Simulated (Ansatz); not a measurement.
# LaFeAsO (space group P4/nmm, No. 129; non-magnetic)

```yaml
crystal:
  lattice:
    - [3.96611, 0.00000, 0.00000]
    - [0.00000, 3.96611, 0.00000]
    - [0.00000, 0.00000, 8.47774]
  atoms:
    - { symbol: La, position: [0.50000, 0.00000, 0.14688] }
    - { symbol: La, position: [0.00000, 0.50000, 0.85312] }
    - { symbol: Fe, position: [0.00000, 0.00000, 0.50000] }
    - { symbol: Fe, position: [0.50000, 0.50000, 0.50000] }
    - { symbol: As, position: [0.50000, 0.00000, 0.63903] }
    - { symbol: As, position: [0.00000, 0.50000, 0.36097] }
    - { symbol: O, position: [0.00000, 0.00000, 0.00000] }
    - { symbol: O, position: [0.50000, 0.50000, 0.00000] }
```

All numbers come from PBEsol (Ansatz, an electronic-structure program, PAW, no spin-orbit coupling). k-mesh 12×12×6 (Γ-centred); smearing 0.05 eV (Fermi–Dirac).

```yaml
volume_per_atom: 16.67 Å³
density: 7.11 g/cm³
band_gap: zero
total_energy: -3997.213 eV/atom (σ→0; compares only within this code and set-up)
```

No phonon test of stability was made. Seeded moments were not kept for the base. No Hubbard U is applied and the magnetic state is the run's own (LaFeAsO non-magnetic); other magnetic orders, which need larger cells, were not tried and can change the gap. The final runs are not spin-polarised.
